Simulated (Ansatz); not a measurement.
**BP: response to strain**

Start from BP in the zinc blende structure (space group F-43m, No. 216; a = 4.548 Å).

Strains are applied to the cell and any free atomic positions relax.

Calculations: PBE/PAW in Ansatz (an electronic-structure program), without spin-orbit coupling.

Candidates:
(a) isotropic strain +1.00 %
(b) isotropic strain −2.50 %
(c) isotropic strain −3.00 %
(d) isotropic strain −1.00 %

For the base:

* **Band gap**: 1.25 eV

Q: Order them by band gap, highest first.

A: (a) isotropic strain +1.00 % (1.29 eV), (d) isotropic strain −1.00 % (1.21 eV), (b) isotropic strain −2.50 % (1.14 eV), (c) isotropic strain −3.00 % (1.11 eV)

No phonon test of stability was made.
